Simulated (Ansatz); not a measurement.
**Carrier properties of LiF under load (space group R-3m)**

Data:

```
CELL_PARAMETERS angstrom
      0.02443     2.00204     2.00204
      2.00204     0.02443     2.00204
      2.00204     2.00204     0.02443
ATOMIC_POSITIONS crystal
  Li 0.00000 0.00000 0.00000
  F  0.50000 0.50000 0.50000
```

Method: r2SCAN, rigid bands (plane waves, PAW, scalar-relativistic; Ansatz, a quantum-chemistry and plane-wave program). Condition of this run: biaxial stress in (111) of 2.4 GPa (compression positive) (the target of the relaxation). How the cell was made: cell and atoms relaxed with PBEsol, then loaded as said.

The band gap is 10.37 eV and the electron conductivity mass (300 K, dilute) is 0.90 mₑ. The hole conductivity mass (300 K, dilute) comes out as 3.4 mₑ. The effective density of states N_c (300 K) is 2.2e19 cm⁻³. The effective density of states N_v (300 K) is 1.2e21 cm⁻³, the density-of-states mass, electrons is 0.92 mₑ and the density-of-states mass, holes is 13.1 mₑ. The Seebeck coefficient, n-type 1e19 cm⁻³, 300 K comes out as -283 μV/K and the best n-type power factor at 300 K for τ = 10 fs (best axis; densities from 1e16 to 1e21 cm⁻³ tried, whether or not they can be reached) comes out as 3.9 μW/(cm·K²) at 1e20 cm⁻³. The Seebeck coefficient, p-type 1e19 cm⁻³, 300 K comes out as 620 μV/K.

Rigid bands; masses and Seebeck coefficients take one relaxation time τ for all states and one kind of carrier; polarons and phonon drag are left out. Spin-orbit coupling is left out. Geometry: cell and atoms relaxed with PBEsol.
